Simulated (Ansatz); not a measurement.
Reference: GaP (F-43m), PBEsol with spin-orbit coupling, rigid bands (plane waves, PAW; Ansatz, a program for electronic structure); axes and stresses refer to this cell.

```yaml
crystal:
  lattice:
    - [0.00000, 2.71922, 2.71922]
    - [2.71922, 0.00000, 2.71922]
    - [2.71922, 2.71922, 0.00000]
  atoms:
    - { symbol: Ga, position: [0.00000, 0.00000, 0.00000] }
    - { symbol: P, position: [0.25000, 0.25000, 0.25000] }
```

The Seebeck coefficient, n-type 1e19 cm⁻³ is -332 μV/K. The electron conductivity mass comes out as 0.35 mₑ and the band gap is 1.43 eV.

Problem. Change: uniaxial stress zz = 1 GPa (compression positive). What happens to Seebeck coefficient, n-type 1e19 cm⁻³, electron conductivity mass, band gap?

Solution. Seebeck coefficient, n-type 1e19 cm⁻³ drops in size to -257 μV/K; electron conductivity mass moves little, to 0.34 mₑ; band gap drops to 1.30 eV.

Masses are for dilute carriers at 300 K, harmonic means over directions unless an axis is named. Seebeck coefficients are for the stated density at 300 K, with one relaxation time for all states and whether or not that doping can be reached. Stresses and pressures are the targets of the relaxation.  The structure type is held under load, also where the real crystal would transform.
